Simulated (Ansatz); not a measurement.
**Ge (model structure, within 0.1 Å of Fd-3m, No. 227, 2 atoms in the cell): smallest direct gap on the k points sampled by level of theory**

No measured value is used here.

Unless a cell is named, each level is at its own relaxed cell (LDA 22.21 Å³/atom).

Task: Put these levels in order of the smallest direct gap on the k points sampled that they give for Ge (model structure, within 0.1 Å of Fd-3m, No. 227, 2 atoms in the cell), smallest first: LDA (Ansatz, a program for electronic structure), PBE0 (Ansatz), r²SCAN+SOC (Ansatz).

Result: LDA (0.00 eV), r²SCAN+SOC (0.13 eV), PBE0 (1.13 eV)

Computed values are for a static lattice. Spin–orbit coupling is included only where a level's name says +SOC; with heavier elements it mostly lowers gaps and can invert bands. A gap of zero means that the bands touch or overlap; how far they overlap is not shown.  Values are at the PBE-D3(BJ) cell; LDA at the level's own relaxed cell. Cutoffs and k meshes differ between the levels. Ansatz's density-functional and Hartree–Fock values are scalar-relativistic unless marked +SOC, with PAW data made under PBE.

A model structure was made by putting elements into a prototype or built by hand; here it ended with the formula and space group of a phase in our tables.
